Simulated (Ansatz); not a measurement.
A self-consistent single point of SrTiO₃ (Pm-3m, 5 atoms in the cell) with Ansatz (a first-principles code)

Computed with PBE (plane waves, PAW; Ansatz).

Input as run:

Ansatz 0.2 input:
```yaml
# SrTiO3
crystal:
  lattice:
    - [3.916715, 0.000000, 0.000000]
    - [0.000000, 3.916715, 0.000000]
    - [0.000000, 0.000000, 3.916715]
  atoms:
    - { symbol: Sr, position: [0.000000, 0.000000, 0.000000] }
    - { symbol: Ti, position: [0.500000, 0.500000, 0.500000] }
    - { symbol: O, position: [0.500000, 0.000000, 0.500000] }
    - { symbol: O, position: [0.000000, 0.500000, 0.500000] }
    - { symbol: O, position: [0.500000, 0.500000, 0.000000] }
basis:
  ecutwfc: 30.9 Ry
kpoints:
  mp_grid: { grid: [6, 6, 6] }
hamiltonian:
  xc: pbe
  pseudopotentials: { kind: paw }
scf:
  occupations: { method: fermi_dirac, width: 0.0037 Ry }
output:
  forces: true
  eigenvalues: true
  stress: true
```

Log, with long lists cut:

```
WARN ansatz: RAYON_NUM_THREADS=1 ignored (pool sized by the plan → 1); use --threads N
Pseudopotentials: kind: paw
Pseudopotential: Sr, paw, valence charge 10
Pseudopotential: Ti, paw, valence charge 12
Pseudopotential: O, paw, valence charge 6
Crystal: 5 atoms, lattice volume = 60.085 Å³
Basis set: ecut = 420.4159175005146 eV, 1189 PW (Γ), exchange–correlation on 54×54×54 points (8 copies of the dense FFT grid, shifted against one another)
Bands: 25, of which v1, the nominal top of the filled ones, is band 20 counted from 1 (19 counted from 0)
Symmetry: 48 space group operations
Space group: Pm-3m (ITA 221), of the structure as read, at distance tolerance 3.9e-5 Å
k-points: 20 of 216
Initial density: superposition of atomic densities (neutral atoms: chi_scale 0, normalization atom), corrected by the library's trained network
Initial wavefunctions: pseudopotential atomic-orbital guess
Eigensolver: davidson
Functional: x = pbe(κ = 0.804, μ = 0.2195149727645171), c = pbe(β = 0.06672455060314922)
SCF iter   1: F=—  HF=-7754.477654 eV  |F-HF|=—  |Δ(HF+E_count)|=         —  Δρ=1.99e-3  dr2=1.37e-3  ethr=1.77e-3  ⟨swp⟩=7.2  Hψ=2590  notcnv=0
all-band conjugate gradients solve this SCF's bands
preconditioner: auto → Resta (q_TF=auto, 2.549 Å⁻¹)
SCF iter   2: F=—  HF=-7754.480016 eV  |F-HF|=—  |Δ(HF+E_count)|=   2.36e-3  Δρ=9.03e-4  dr2=2.09e-4  ethr=3.42e-6  ⟨swp⟩=3.1  Hψ=1055  notcnv=0  defer=1
SCF iter   3: F=—  HF=-7754.480143 eV  |F-HF|=—  |Δ(HF+E_count)|=   1.27e-4  Δρ=2.29e-4  dr2=1.91e-5  ethr=5.23e-7  ⟨swp⟩=2.4  Hψ=709  notcnv=0  defer=1
SCF iter   4: F=—  HF=-7754.479528 eV  |F-HF|=—  |Δ(HF+E_count)|=   6.15e-4  Δρ=6.41e-5  dr2=2.92e-6  ethr=4.77e-8  ⟨swp⟩=2.0  Hψ=869  notcnv=0  defer=1
SCF iter   5: F=—  HF=-7754.479528 eV  |F-HF|=—  |Δ(HF+E_count)|=   2.01e-7  Δρ=2.28e-5  dr2=4.40e-7  ethr=7.29e-9  ⟨swp⟩=1.8  Hψ=518  notcnv=0  defer=1
SCF iter   6: F=-7754.479528 eV  HF=-7754.479528 eV  |F-HF|=2.68e-8  |Δ(HF+E_count)|=   3.73e-8  Δρ=5.08e-6  dr2=3.47e-8  ethr=2.50e-10  ⟨swp⟩=8.4  Hψ=2381  notcnv=0
SCF 1 converged in 6 iterations: F = -7754.479528 eV  dr2 = 3.47e-8
SCF converged after 6 iterations
Free energy (F): -7754.479528 eV
Harris-Foulkes:  -7754.479528 eV  (|F-HF|=2.68e-8)
Internal energy: -7754.479528 eV  (E = F + TS)
E sigma→0 (E₀):  -7754.479528 eV
Fermi energy:    10.812117 eV
--- Per-component energies (eV) ---
  E_band       = -209.846408
  E_kinetic    = 1047.490190
  E_local      = -2395.549334  (includes V_loc(G=0)·N_el)
  E_nonlocal   = 347.958157
  E_hartree    = 838.288164
  E_xc         = -496.405479
  E_vxc        = -572.161565  (∫ρ·V_xc dr)
  E_paw        = -4213.614340  (= ΣΔE_a)
  E_vpaw       = -314.162957  (= ΣTr[D̂ρ^β])
  E_aug_tail   = 0.007391  (compensation charges beyond the density's cutoff)
  E_ewald      = -2882.654278
  E_smearing   = -0.000000  (= −TS)
  E_closure    = 0.000000  (closes the sum)
  Σ components = -7754.479528   (vs F -7754.479528, Δ=0.00e0)
--- Forces (eV/Å), atoms counted from 1 ---
  atom   1  Sr     0.00000000     0.00000000     0.00000000
   [... zero for the other atoms too ...]
  max |Σ_I F_I| component: 1.08e-28 eV/Å
--- Stress (GPa, compression-positive) ---
        2.658843      -0.000000       0.000000
       -0.000000       2.658843       0.000000
        0.000000       0.000000       2.658843
  P = ⅓ Tr σ = 2.6588 GPa (26.588 kbar)
  The stress holds the Pulay correction. Without it, at fixed plane waves, as pw.x and ABINIT print it: P = 2.0902 GPa
--- Band table (eV; the first three rows and the last of 20) ---
  k-point 0: bands = ["-46.5630", "-22.8730", "-22.8188", "-22.8188", "-22.8188", "-7.5168", "-6.5414", "-6.5414", "-4.8658", "-4.8658", "-4.8658", "7.0636", "7.0636", "7.0636", "8.7109", "8.7109", "8.7109", "9.5181", "9.5181", "9.5181", "11.7374", [...]
  k-point 1: bands = ["-46.5627", "-22.9088", "-22.8181", "-22.8181", "-22.7942", "-7.5324", "-6.5358", "-6.5319", "-4.8544", "-4.8544", "-4.6968", "6.7171", "7.0484", "7.0484", "8.3789", "8.3789", "8.4884", "8.7699", "9.3708", "9.3708", "11.7763", [...]
  k-point 2: bands = ["-46.5621", "-22.9579", "-22.8166", "-22.8166", "-22.7673", "-7.6485", "-6.5128", "-6.3634", "-4.8314", "-4.8314", "-4.4181", "5.9771", "7.0360", "7.0360", "7.7755", "7.8112", "7.8112", "8.0972", "9.2072", "9.2072", "11.8570", [...]
  k-point 19: bands = ["-46.5594", "-22.8804", "-22.8804", "-22.8804", "-22.8145", "-6.1935", "-6.1935", "-6.1935", "-5.1226", "-5.1226", "-5.1226", "5.2661", "5.7400", "5.7400", "6.1711", "6.1711", "6.1711", "9.8674", "9.8674", "9.8674", "14.2992", [...]
```

The run converged in 6 iterations.

The starting cell has typed, rounded lattice constants, without a prior relaxation at this level. Its lattice was rescaled by up to half a per cent. Ansatz's pressure includes its estimate of the finite-basis (Pulay) stress. Without the estimate this run gives 2.09 GPa.
